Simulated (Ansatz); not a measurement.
Terminations of the (111)B surface of zinc-blende GaSb (Sb plane on top), measured from the surface '2x2 with 3 H on 4 top atoms'. Atoms come from or go to: Al: fcc Al, C: graphite, Ga: alpha gallium, H: ½ H2(g), Mg: hcp Mg, N: ½ N2(g), Sb: rhombohedral Sb. ΔE is the energy of forming the row's surface from that one (negative: more stable at these reservoirs); the vacuum level's shift is aligned on the shared bottom. No zero-point or thermal terms. These are constructed structures in small cells; real faces may alloy, dewet or reconstruct in larger ones, and not all known structures of the face are among them. Slabs of about 15 Å with all that they carry, Fermi-Dirac smearing of 0.025 eV. Bottom of the slabs: H caps. Relaxed from the named starts with such symmetry as they have, on meshes of like density; energies extrapolated to zero smearing; no spin-orbit coupling, no U. Spin-polarised runs, if any, are marked in brackets, and their order is one that fits the cell; the others ran without spin. Where a second, spin-polarised start was run, the lower counts. A dash marks a value that is undefined for that row (no clear gap, or no work function of a gapped slab) or was not read reliably on its mesh.

Level of theory: PBE (plane waves to 420 eV, PAW; Ansatz, a quantum-chemistry and plane-wave program).

| surface | atoms added per 1x1 | ΔE per 1x1 (eV) | slab gap (eV) | shift of the vacuum level (eV) | work function (eV) |
|---|---|---|---|---|---|
| Ga trimer, 2x2 (6 Ga–Sb bonds formed; 3 Ga–Ga bonds broke) | +0.75 Ga, -0.75 H | 0.20 | 0.37 | -0.42 | – |
| 2x2 Mg adatom at T4 [spin start, no net moment] | -0.75 H, +0.25 Mg | 0.06 | – | -0.27 | 4.28 |
| 2x2 with 3 NH2 on 4 top atoms | +0.75 H, +0.75 N | -0.39 | ? | -0.15 | – |
| 2x2 Sb adatom at H3 | -0.75 H, +0.25 Sb | 0.13 | – | -0.17 | – |
| 2x2 Ga adatom at T1 | +0.25 Ga, -0.75 H | ? | – | -0.01 | 4.55 |
| 2x2 Ga adatom at H3 | +0.25 Ga, -0.75 H | 0.14 | – | -0.05 | – |
| CH3 on every top atom [spin start, no net moment] | +1 C, +2.25 H | -0.51 | – | -1.55 | – |
| 2x2 Al adatom at T4 | +0.25 Al, -0.75 H | 0.18 | – | -0.01 | – |
| relaxed from the ideal Sb-terminated 1x1 (like top atoms buckled by 1.0 Å) [spin start, no net moment] | -0.75 H | 0.30 | – | 0.67 | 5.21 |
| H on every top atom [spin start, no net moment] | +0.25 H | 0.20 | – | -0.84 | – |
| 2x2 with 1 H on 4 top atoms | -0.5 H | 0.21 | – | 0.74 | 5.30 |
| 2x2 Al adatom at H3 | +0.25 Al, -0.75 H | 0.21 | – | -0.08 | – |

Complete the blanks.


- 2x2 with 3 NH2 on 4 top atoms, slab gap (eV): 0.28
- 2x2 Ga adatom at T1, ΔE per 1x1 (eV): 0.38
